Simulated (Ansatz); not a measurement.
## Input and output of a self-consistent single point for MgZrF₆ (I4mm, 8 atoms in the cell) (Ansatz)

Computed with PBEsol, default PAW files made with PBE (plane waves; Ansatz, a first-principles code).

Input:

Ansatz 0.2 input:
```yaml
crystal:
  lattice:
    - [0.000000, 4.007955, 4.007955]
    - [4.007955, 0.000000, 4.007955]
    - [4.007955, 4.007955, 0.000000]
  atoms:
    - { symbol: Mg, position_ang: [4.007955, 4.007955, 4.057958] }
    - { symbol: Zr, position_ang: [0.000000, 0.000000, 0.000000] }
    - { symbol: F, position_ang: [2.023055, 4.007955, 4.007955] }
    - { symbol: F, position_ang: [5.992855, 4.007955, 4.007955] }
    - { symbol: F, position_ang: [4.007955, 2.023055, 4.007955] }
    - { symbol: F, position_ang: [4.007955, 5.992855, 4.007955] }
    - { symbol: F, position_ang: [4.007955, 4.007955, 2.023055] }
    - { symbol: F, position_ang: [4.007955, 4.007955, 5.992855] }
basis:
  ecutwfc: 420.0
kpoints:
  mp_grid: { grid: [6, 6, 6] }
hamiltonian:
  xc: pbesol
  pseudopotentials: { kind: paw }
scf:
  occupations: { method: fixed }
output:
  forces: true
  eigenvalues: true
  stress: true
```

The program printed (abridged):

```
WARN ansatz: RAYON_NUM_THREADS=1 ignored (pool sized by the plan → 1); use --threads N
Pseudopotentials: kind: paw
Pseudopotential: Mg, paw, valence charge 10
Pseudopotential: Zr, paw, valence charge 12
Pseudopotential: F, paw, valence charge 7
Crystal: 8 atoms, lattice volume = 128.765 Å³
Basis set: ecut = 420 eV, 2565 PW (Γ), exchange–correlation on 80×80×80 points (8 copies of the dense FFT grid, shifted against one another)
Bands: 40, of which v1, the nominal top of the filled ones, is band 32 counted from 1 (31 counted from 0)
Symmetry: 8 space group operations
Space group: I4mm (ITA 107), of the structure as read, at distance tolerance 5.0e-5 Å
k-points: 30 of 216 (time reversal used)
PAW frozen core: Mg, regenerated for the run's functional, and the local potential with it
PAW frozen core: Zr, regenerated for the run's functional, and the local potential with it
PAW frozen core: F, regenerated for the run's functional, and the local potential with it
Initial density: superposition of atomic densities (neutral atoms: chi_scale 0, normalization atom), corrected by the library's trained network
Initial wavefunctions: pseudopotential atomic-orbital guess
Eigensolver: davidson
Functional: x = pbesol(κ = 0.804, μ = 0.12345679012345678), c = pbesol(β = 0.046)
SCF iter   1: F=—  HF=-10856.077600 eV  |F-HF|=—  |Δ(HF+E_count)|=         —  Δρ=1.29e-2  dr2=1.38e-1  ethr=1.77e-3  ⟨swp⟩=4.4  Hψ=4313  notcnv=0  defer=148
all-band conjugate gradients solve this SCF's bands
preconditioner: auto → Resta (q_TF=auto, 2.428 Å⁻¹)
SCF iter   2: F=—  HF=-10856.041207 eV  |F-HF|=—  |Δ(HF+E_count)|=   3.64e-2  Δρ=2.98e-3  dr2=6.42e-3  ethr=2.16e-4  ⟨swp⟩=2.0  Hψ=2119  notcnv=0  defer=150
SCF iter   3: F=—  HF=-10856.039592 eV  |F-HF|=—  |Δ(HF+E_count)|=   1.61e-3  Δρ=6.97e-4  dr2=3.84e-4  ethr=1.00e-5  ⟨swp⟩=2.0  Hψ=1932  notcnv=0  defer=168
SCF iter   4: F=—  HF=-10856.039700 eV  |F-HF|=—  |Δ(HF+E_count)|=   1.08e-4  Δρ=1.38e-4  dr2=2.06e-5  ethr=5.99e-7  ⟨swp⟩=2.0  Hψ=2150  notcnv=0  defer=173
SCF iter   5: F=—  HF=-10856.039773 eV  |F-HF|=—  |Δ(HF+E_count)|=   7.30e-5  Δρ=1.26e-4  dr2=1.24e-5  ethr=3.22e-8  ⟨swp⟩=2.0  Hψ=1860  notcnv=0  defer=80
SCF iter   6: F=—  HF=-10856.039771 eV  |F-HF|=—  |Δ(HF+E_count)|=   2.58e-6  Δρ=2.07e-5  dr2=4.00e-7  ethr=1.93e-8  ⟨swp⟩=2.0  Hψ=1821  notcnv=0  defer=80
SCF iter   7: F=-10856.039771 eV  HF=-10856.039771 eV  |F-HF|=3.46e-8  |Δ(HF+E_count)|=   1.51e-7  Δρ=5.50e-6  dr2=7.79e-8  ethr=1.56e-10  ⟨swp⟩=11.0  Hψ=5501  notcnv=0
SCF 1 converged in 7 iterations: F = -10856.039771 eV  dr2 = 7.79e-8
SCF converged after 7 iterations
Free energy (F): -10856.039771 eV
Harris-Foulkes:  -10856.039771 eV  (|F-HF|=3.46e-8)
Internal energy: -10856.039771 eV  (E = F + TS)
E sigma→0 (E₀):  -10856.039771 eV
Fermi energy:    -0.378397 eV
--- Per-component energies (eV) ---
  E_band       = -912.361304
  E_kinetic    = 1646.314531
  E_local      = -7361.400643  (includes V_loc(G=0)·N_el)
  E_nonlocal   = 614.504772
  E_hartree    = 2762.455733
  E_xc         = -660.844679
  E_vxc        = -835.605249  (∫ρ·V_xc dr)
  E_paw        = -4341.930960  (= ΣΔE_a)
  E_vpaw       = -501.078171  (= ΣTr[D̂ρ^β])
  E_aug_tail   = 0.012315  (compensation charges beyond the density's cutoff)
  E_ewald      = -3515.630078
  E_core_change = 0.479239  (= ΣΔE_core)
  E_smearing   = -0.000000  (= −TS)
  E_closure    = -0.000000  (closes the sum)
  Σ components = -10856.039771   (vs F -10856.039771, Δ=0.00e0)
--- Forces (eV/Å), atoms counted from 1 ---
  atom   1  Mg    -0.00000000    -0.00000000    -0.51110923
  atom   2  Zr    -0.00000000    -0.00000000     0.28380941
  atom   3  F     -0.34844259     0.00000000     0.00747615
  atom   4  F      0.34844259     0.00000000     0.00747615
  atom   5  F      0.00000000    -0.34844259     0.00747615
  atom   6  F      0.00000000     0.34844259     0.00747615
  atom   7  F     -0.00000000    -0.00000000    -0.29025596
  atom   8  F      0.00000000     0.00000000     0.48761291
  max |Σ_I F_I| component: 3.83e-5 eV/Å
--- Stress (GPa, compression-positive) ---
       -1.590089       0.000000       0.000000
        0.000000      -1.590089       0.000000
        0.000000       0.000000      -1.390814
  P = ⅓ Tr σ = -1.5237 GPa (-15.237 kbar)
  The stress holds the Pulay correction. Without it, at fixed plane waves, as pw.x and ABINIT print it: P = -2.1164 GPa
--- Band table (eV; the first three rows and the last of 30) ---
  k-point 0: bands = ["-70.5118", "-46.4984", "-37.4713", "-37.4698", "-37.4698", "-25.0615", "-25.0606", "-25.0606", "-20.4204", "-20.1028", "-20.0855", "-19.3333", "-19.3333", "-19.3176", "-3.9556", "-3.2110", "-3.1937", "-2.6825", "-2.6825", [...]
  k-point 1: bands = ["-70.5118", "-46.4983", "-37.4713", "-37.4698", "-37.4698", "-25.0646", "-25.0607", "-25.0602", "-20.3709", "-20.1199", "-20.1034", "-19.3815", "-19.3138", "-19.3021", "-3.8360", "-3.3290", "-3.3166", "-2.6744", "-2.6016", [...]
  k-point 2: bands = ["-70.5118", "-46.4983", "-37.4713", "-37.4698", "-37.4698", "-25.0717", "-25.0599", "-25.0593", "-20.2534", "-20.1513", "-20.1368", "-19.5033", "-19.2772", "-19.2670", "-3.5463", "-3.4944", "-3.4749", "-2.7741", "-2.3739", [...]
  k-point 29: bands = ["-70.5118", "-46.4983", "-37.4714", "-37.4698", "-37.4698", "-25.0653", "-25.0624", "-25.0624", "-20.3992", "-20.1032", "-20.0802", "-19.3369", "-19.3369", "-19.3246", "-4.3584", "-3.2007", "-2.7517", "-2.7225", "-2.1944", [...]
```

The run converged in 7 iterations.

The starting cell comes from a database of computed structures (which also holds hypothetical and non-ambient phases and stackings), without a prior relaxation at this level. Its lattice was rescaled by up to half a per cent. One atom was moved a little off its site on purpose. Ansatz's pressure includes its estimate of the finite-basis (Pulay) stress. Without the estimate this run gives -2.12 GPa.
